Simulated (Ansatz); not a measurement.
The parent structure is Ru in the hcp (Mg type) structure (space group P6_3/mmc, No. 194; a = 2.692 Å, c = 4.246 Å).

Computed with DFT with PBEsol, PAW potentials and a 420 eV plane-wave cutoff in Ansatz (a program for electronic structure), no SOC.

Before the change:

```
Property               Value
-------------------  -------
Lattice parameter a  2.692 Å
c/a ratio              1.577
Band gap                zero
```

It is then changed as follows: cell and atoms relaxed at a pressure of 100 GPa.

**Question.** Predict the new lattice parameter a, c/a ratio and band gap.

**Answer.** The lattice parameter a falls by 0.168 Å to 2.524 Å; the c/a ratio rises by 0.012 (1.577 → 1.589); the band gap stays zero.

Load acts through the strain it causes; cell and atoms are relaxed under it. Whether these cells are dynamically stable was not tested. Competing high-pressure phases were not computed. The final runs are not spin-polarised.
